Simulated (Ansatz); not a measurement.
Levels about the gap of amorphous Si$_{24}$O$_{51}$Cr$_{2}$ (77 atoms in a cell of 1150 Å³, 2.30 g/cm³; zone centre alone, so wide bands show as single levels with stretches between that a denser mesh fills), at the geometry that PBE relaxed, where it gives 0.5 GPa on a denser mesh. The participation number counts the atoms over which a state spreads; weights are charges in smoothed Voronoi cells. The levels come from a single point, so bond lengths are those of that geometry. Method of the levels: PBE, scalar-relativistic without spin-orbit coupling (Ansatz, an electronic-structure program). Sampling: the zone centre alone; Fermi-Dirac width 0.01 eV; collinear spin, started from moments on atoms; no Hubbard U, moments started parallel, and no other order was tried (at the end a net moment of 0.0 μB, with unpaired spins of both signs, a broken-symmetry state; no other order was tried). In the spin-polarised cell the level spacing at the Fermi energy can part levels of unlike spin. At PBE the levels at both edges of the gap are localised (band-tail or defect states), and the nearest spread-out levels lie 5.6 eV apart at the zone centre.

Preparation: random packing, a CHGNet melt and quench, and a DFT relaxation. O atoms were pushed apart under 1.9 Å during the dynamics, to hinder bonds among them. The hot cell started wider than the set density and was brought back towards it in steps. It is the lowest in DFT energy of 3 quenches. It is a model cell: composition and starting density were chosen by hand, and all elements were melted together. No dispersion term was used. Its density started from a set value of 2.30 and ended at 2.30 g/cm³. The quench (nominally 320 K/ps over its main leg) was far faster than any real one, so the model tends to hold more defects than a real film. A cell of this size samples the disorder only roughly. The volume was held where the preparation left it and the shape relaxed, at a PBE pressure of 0.5 GPa. Stress components on the final sampling reach 0.5 GPa.

| E - E(highest filled), eV | filling | spin | participation number | largest on | weight O | weight Cr | weight Si |
|---|---|---|---|---|---|---|---|
| -2.13 | filled | dn | 7.1 | O, 2 neighbours | 0.96 | 0.01 | 0.03 |
| -1.16 | filled | dn | 1.8 | Cr, 4 neighbours | 0.15 | 0.84 | 0.01 |
| -0.95 | filled | dn | 1.5 | Cr, 4 neighbours | 0.18 | 0.81 | 0.01 |
| -0.87 | filled | up | 2.6 | Cr, 5 neighbours | 0.25 | 0.74 | 0.01 |
| -0.39 | filled | dn | 2.0 | Cr, 4 neighbours | 0.28 | 0.70 | 0.02 |
| -0.29 | filled | up | 2.1 | Cr, 5 neighbours | 0.29 | 0.69 | 0.02 |
| 0.00 | filled | up | 2.1 | Cr, 5 neighbours | 0.30 | 0.68 | 0.03 |
| 0.49 | empty | dn | 2.4 | Cr, 4 neighbours | 0.30 | 0.67 | 0.03 |
| 0.78 | empty | up | 2.4 | Cr, 5 neighbours | 0.30 | 0.68 | 0.03 |
| 1.07 | empty | dn | 2.5 | Cr, 4 neighbours | 0.31 | 0.66 | 0.03 |
| 1.62 | empty | up | 2.1 | Cr, 4 neighbours | 0.15 | 0.84 | 0.02 |
| 1.81 | empty | up | 1.6 | Cr, 4 neighbours | 0.16 | 0.82 | 0.02 |
| 1.85 | empty | up | 2.4 | Cr, 4 neighbours | 0.21 | 0.76 | 0.03 |
| 1.92 | empty | dn | 2.2 | Cr, 5 neighbours | 0.17 | 0.81 | 0.02 |

Most localised among these is the filled level at -0.95 eV, on a Cr atom, which has 4 neighbours (O 1.76 Å, O 1.79 Å, O 1.81 Å, Cr 2.67 Å).
